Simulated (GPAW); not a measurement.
Worked example: self-consistent single point of RbCl (Fm-3m, 2 atoms in the cell) in GPAW.

Level of theory: PBE, GPAW PAW datasets PBE (gpaw-data 1.0.1) (plane waves; GPAW).

The change in words: lattice scaled by 0.98. Reference geometry:
```
CELL_PARAMETERS angstrom
      0.00000     3.22764     3.22764
      3.22764     0.00000     3.22764
      3.22764     3.22764     0.00000
ATOMIC_POSITIONS crystal
  Rb 0.00000 0.00000 0.00000
  Cl 0.50000 0.50000 0.50000
```

Reference input (self-consistent single point, DFT PBE, plane waves, GPAW PAW datasets PBE (gpaw-data 1.0.1)): mode = pw; ecut = 550 eV; xc = PBE; kpts = 9 9 9; mesh shift (steps) = 0 0 0; occupations.name = fermi-dirac; occupations.width = 0.01 eV; nbands = -6; convergence.bands = -4; symmetry.symmorphic = false; symmetry.tolerance = 0.0005; maxiter = 150. This run's input differs from it in these lines:

```diff
@@ -5,5 +5,5 @@
 atoms = Atoms(['Rb', 'Cl'],
-              cell=[[0.000000, 3.227642, 3.227642],
-                    [3.227642, 0.000000, 3.227642],
-                    [3.227642, 3.227642, 0.000000]],
+              cell=[[0.000000, 3.163089, 3.163089],
+                    [3.163089, 0.000000, 3.163089],
+                    [3.163089, 3.163089, 0.000000]],
               scaled_positions=[[0.000000, 0.000000, 0.000000],
```

Output (repeated stretches shortened):

```
     iter     time        total  log10-change:
                         energy   eigst   dens
iter:   1 --:--:--    -6.695250   +1.24
iter:   2 --:--:--    -6.652167   +0.27  -1.28
iter:   3 --:--:--    -6.491364   -0.59  -1.31
iter:   4 --:--:--    -6.493909   -1.37  -1.57
iter:   5 --:--:--    -6.506216   -1.84  -1.65
iter:   6 --:--:--    -6.505669   -2.74  -2.55
iter:   7 --:--:--    -6.506217c  -3.49  -2.69
iter:   8 --:--:--    -6.505739c  -4.01  -2.72
iter:   9 --:--:--    -6.505743c  -4.42  -3.21
iter:  10 --:--:--    -6.505741c  -5.11  -3.22
iter:  11 --:--:--    -6.505741c  -6.05  -4.07c
iter:  12 --:--:--    -6.505741c  -6.84  -4.17c
iter:  13 --:--:--    -6.505741c  -7.34  -4.35c
iter:  14 --:--:--    -6.505741c  -6.81  -4.22c
iter:  15 --:--:--    -6.505741c  -7.85c -4.59c
Converged after 15 iterations.

Dipole moment: (-0.000000, 0.000000, 0.000000) |e|*Ang

Energy contributions relative to reference atoms: (reference = -93658.301819)

Kinetic:        +12.876517
Potential:      -11.456743
External:        +0.000000
XC:              -7.888037
Entropy (-ST):   -0.000000
Local:           -0.037479
SIC:             +0.000000
--------------------------
Free energy:     -6.505741
Extrapolated:    -6.505741

Showing only first 2 kpts
 Kpt  Band  Eigenvalues  Occupancy
  0     6      0.47446    2.00000
  0     7      0.47446    2.00000
  0     8      5.87987    0.00000
  0     9      8.50621    0.00000

  1     6      0.45351    2.00000
  1     7      0.45351    2.00000
  1     8      6.27940    0.00000
  1     9      8.13882    0.00000

Fermi level: 2.47193

Gap: 5.405 eV
Transition (v -> c):
  (s=0, k=0, n=7, [0.00, 0.00, 0.00]) -> (s=0, k=0, n=8, [0.00, 0.00, 0.00])
No difference between direct/indirect transitions
Energy (eV): -6.505741

Forces in eV/Ang:
  0 Rb   -0.00000   -0.00000   -0.00000
  1 Cl    0.00000   -0.00000   -0.00000

Stress tensor:
    -0.023219    -0.000000     0.000000
    -0.000000    -0.023219     0.000000
     0.000000     0.000000    -0.023219
Stress (GPa, Voigt): [-3.7201 -3.7201 -3.7201  0.      0.     -0.    ]
```

The run converged in 15 iterations. GPAW prints stress with tension positive. Against the reference run the free energy rises by 36.1 meV/atom, the pressure goes from 2.05 to 3.72 GPa and the gap on the mesh goes from 5.192 to 5.405 eV.

The starting cell comes from a database of computed structures (which also holds hypothetical and non-ambient phases and stackings), without a prior relaxation at this level. Its lattice was rescaled by a random factor within 2.5 % of one. For this run, on top of that: lattice scaled by 0.98. With a pressure of about 4 GPa the cell is away from its equilibrium volume at this level.
